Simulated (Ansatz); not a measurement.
# How the smallest direct gap on the k points sampled of MgS (F-43m, No. 216, 2 atoms in the cell; start mp-13032; metastable phase) moves with the method

No measured value is used here.

| level (code) | value (eV) |
|---|---|
| LDA (Ansatz) | 3.21 |
| PBEsol (Ansatz) | 3.32 |
| r²SCAN (Ansatz) | 4.18 |
| dielectric-dependent PBEsol hybrid (Ansatz) | 5.03 |
| HSE06 (Ansatz) | 4.56 |
| PBE0 (Ansatz) | 5.24 |
| r²SCAN0 (Ansatz) | 5.63 |

Computed values are for a static lattice.  Values are at the PBEsol cell. Cutoffs and k meshes differ between the levels. Ansatz's density-functional and Hartree–Fock values are scalar-relativistic unless marked +SOC, with PAW data made under PBE.

A start named mp-… is a Materials Project structure, which need not be a measured phase.

Ansatz is a first-principles code.
